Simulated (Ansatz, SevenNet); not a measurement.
Fluorite PtAl2: bulk modulus by level of theory

No measured value is used here.

| level (code) | value (GPa) | cell (Å³/atom) |
|---|---|---|
| SevenNet-l3i5 (SevenNet) | 129 | 17.52 |
| LDA (Ansatz) | ___ | 16.71 |
| PBE (Ansatz) | 129 | 17.52 |
| PBE+SOC (Ansatz) | 130 | 17.45 |
| PBEsol (Ansatz) | 139 | 17.08 |
| PBEsol+SOC (Ansatz) | 140 | 17.02 |
| r²SCAN (Ansatz) | 142 | 17.15 |
| r²SCAN+SOC (Ansatz) | 143 | 17.08 |
| HSE06 (Ansatz) | 140 | 17.15 |
| PBE0 (Ansatz) | 140 | 17.16 |

### Question
Fill in the missing entries.

### Answer

- LDA (Ansatz, a quantum-chemistry and plane-wave program), value (GPa): 145

Density-functional levels without +SOC have no spin–orbit coupling. Each level is taken at its own relaxed cell. Cutoffs and k meshes differ between the levels. Ansatz's density-functional and Hartree–Fock values are scalar-relativistic unless marked +SOC, with PAW data made under PBE.

Machine-learned potentials (SevenNet-l3i5) are trained on DFT data, which may include these solids.
